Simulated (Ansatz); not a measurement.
Consider interstitial H in zinc-blende GaAs, charge state +1. These are PBE, PAW (plane waves to 420 eV; Ansatz, an electronic-structure program) values and carry that method's errors.

Settings: 64 host sites, the relaxed PBE lattice, one k-point at (0.250, 0.250, 0.250), smearing 0.05 eV, spin-restricted, no image-charge correction. Static, classical nuclei. PBE gaps are too small, and in this host the defect's levels may merge with the bands. The charge state is imposed; whether it is stable for some Fermi level was not computed. Sites that were not tried may lie lower.

Barriers: single points on a 2×2×2 k-point mesh shifted by half a step at the bands' geometries.

Relaxed starting cell (atoms counted from 1):

```yaml
crystal:
  lattice:
    - [11.49131, 0.00000, 0.00000]
    - [0.00000, 11.49131, 0.00000]
    - [0.00000, 0.00000, 11.49131]
  atoms:
    - { symbol: Ga, position: [0.99704, 0.00203, 0.99943] }
    - { symbol: Ga, position: [0.99653, 0.99938, 0.50325] }
    - { symbol: Ga, position: [0.99960, 0.50018, 0.99995] }
    - { symbol: Ga, position: [0.99923, 0.49999, 0.50053] }
    - { symbol: Ga, position: [0.50652, 0.99740, 0.99291] }
    - { symbol: Ga, position: [0.49969, 0.00248, 0.50222] }
    - { symbol: Ga, position: [0.50019, 0.50136, 0.99944] }
    - { symbol: Ga, position: [0.50031, 0.50115, 0.50039] }
    - { symbol: As, position: [0.12048, 0.12776, 0.37984] }
    - { symbol: As, position: [0.12432, 0.12489, 0.87491] }
    - { symbol: As, position: [0.12420, 0.62473, 0.37569] }
    - { symbol: As, position: [0.12429, 0.62517, 0.87493] }
    - { symbol: As, position: [0.62559, 0.12522, 0.37625] }
    - { symbol: As, position: [0.62777, 0.12663, 0.87196] }
    - { symbol: As, position: [0.62460, 0.62586, 0.37489] }
    - { symbol: As, position: [0.62495, 0.62591, 0.87477] }
    - { symbol: Ga, position: [0.99779, 0.25032, 0.24843] }
    - { symbol: Ga, position: [0.99971, 0.25069, 0.75023] }
    - { symbol: Ga, position: [0.99608, 0.74699, 0.25147] }
    - { symbol: Ga, position: [0.99899, 0.74990, 0.75057] }
    - { symbol: Ga, position: [0.50638, 0.25727, 0.25556] }
    - { symbol: Ga, position: [0.50063, 0.25154, 0.74906] }
    - { symbol: Ga, position: [0.49938, 0.74873, 0.24842] }
    - { symbol: Ga, position: [0.49978, 0.75060, 0.75023] }
    - { symbol: As, position: [0.12436, 0.37550, 0.12559] }
    - { symbol: As, position: [0.12459, 0.37536, 0.62507] }
    - { symbol: As, position: [0.11936, 0.87027, 0.12156] }
    - { symbol: As, position: [0.12393, 0.87483, 0.62591] }
    - { symbol: As, position: [0.62687, 0.37777, 0.12418] }
    - { symbol: As, position: [0.62534, 0.37626, 0.62467] }
    - { symbol: As, position: [0.62459, 0.87528, 0.12557] }
    - { symbol: As, position: [0.62444, 0.87548, 0.62506] }
    - { symbol: Ga, position: [0.22143, 0.97239, 0.27668] }
    - { symbol: Ga, position: [0.24899, 0.99988, 0.75010] }
    - { symbol: Ga, position: [0.24907, 0.50025, 0.25049] }
    - { symbol: Ga, position: [0.24920, 0.50164, 0.74869] }
    - { symbol: Ga, position: [0.74935, 0.99997, 0.25048] }
    - { symbol: Ga, position: [0.75076, 0.00010, 0.74864] }
    - { symbol: Ga, position: [0.75046, 0.50139, 0.25076] }
    - { symbol: Ga, position: [0.74993, 0.50082, 0.75002] }
    - { symbol: As, position: [0.39536, 0.14622, 0.10611] }
    - { symbol: As, position: [0.37464, 0.12555, 0.62688] }
    - { symbol: As, position: [0.37435, 0.62410, 0.12525] }
    - { symbol: As, position: [0.37540, 0.62519, 0.62578] }
    - { symbol: As, position: [0.87320, 0.12526, 0.12525] }
    - { symbol: As, position: [0.87432, 0.12631, 0.62575] }
    - { symbol: As, position: [0.87360, 0.62449, 0.12398] }
    - { symbol: As, position: [0.87451, 0.62542, 0.62508] }
    - { symbol: Ga, position: [0.24646, 0.25733, 0.99298] }
    - { symbol: Ga, position: [0.25158, 0.25061, 0.50223] }
    - { symbol: Ga, position: [0.25114, 0.74796, 0.99944] }
    - { symbol: Ga, position: [0.24846, 0.74742, 0.50327] }
    - { symbol: Ga, position: [0.75046, 0.25110, 0.99944] }
    - { symbol: Ga, position: [0.75023, 0.25122, 0.50041] }
    - { symbol: Ga, position: [0.74928, 0.75048, 0.99996] }
    - { symbol: Ga, position: [0.74908, 0.75014, 0.50053] }
    - { symbol: As, position: [0.37432, 0.37649, 0.37625] }
    - { symbol: As, position: [0.37570, 0.37861, 0.87202] }
    - { symbol: As, position: [0.37681, 0.87139, 0.37984] }
    - { symbol: As, position: [0.37401, 0.87524, 0.87493] }
    - { symbol: As, position: [0.87491, 0.37553, 0.37490] }
    - { symbol: As, position: [0.87502, 0.37586, 0.87478] }
    - { symbol: As, position: [0.87383, 0.87511, 0.37568] }
    - { symbol: As, position: [0.87424, 0.87519, 0.87493] }
    - { symbol: H, position: [0.31538, 0.06589, 0.17978] }
```
Cell charge +1.

End state 1 differs by these moves (Å; atoms that move under 0.08 Å are left out):

```tsv
atom	element	Δx	Δy	Δz
5	Ga	0.22	-0.29	-0.24
27	As	0.06	0.06	0.04
33	Ga	0.24	0.29	-0.23
41	As	-0.46	0.00	0.46
60	As	-0.04	-0.06	-0.06
65	H	1.31	0.00	-1.31
```

Task: Give the forward and backward barriers to end state 1 at the level PBE, PAW.

Result: forward 0.40 eV, backward 0.40 eV; at the saddle point atom 65 has neighbours As at 1.56 Å. The check of the saddle point's order was inconclusive, and it lies on a symmetry element of the cell, where a band can be held.
